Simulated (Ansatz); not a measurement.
CuI (model structure, within 0.1 Å of P6₄22, No. 181, 6 atoms in the cell), treated with PBEsol (Ansatz, a first-principles code, PAW).

Settings: plane-wave cutoff 520 eV, 12×12×4 k mesh (along the axes of the cell as run), Fermi–Dirac smearing 0.01 eV, no spin polarisation, scalar-relativistic PAW data made under PBE.

Cell (relaxed with PBEsol):

```
CELL_PARAMETERS angstrom
      4.16174     0.00000     0.00000
     -2.08087     3.60417     0.00000
      0.00000     0.00000     9.51542
ATOMIC_POSITIONS crystal
  Cu 0.50007 0.50007 0.50000
  Cu 0.49993 0.00000 0.83333
  Cu 0.00000 0.49993 0.16667
  I  0.50001 0.50001 0.00000
  I  0.49999 0.00000 0.33333
  I  0.00000 0.49999 0.66667
```

Question: Estimate the band gap and smallest direct gap on the k points sampled that the calculation returns.

Answer: 
- band gap = 0.65 eV
- smallest direct gap on the k points sampled = 1.19 eV

Spin–orbit coupling is not included; with these elements it can move the gap by several tenths of an eV or more.

Static lattice: no zero-point or thermal effects.

A model structure was made by putting elements into a prototype or built by hand; it is no filed structure, need not be a known phase, and can be a saddle point held by its symmetry.
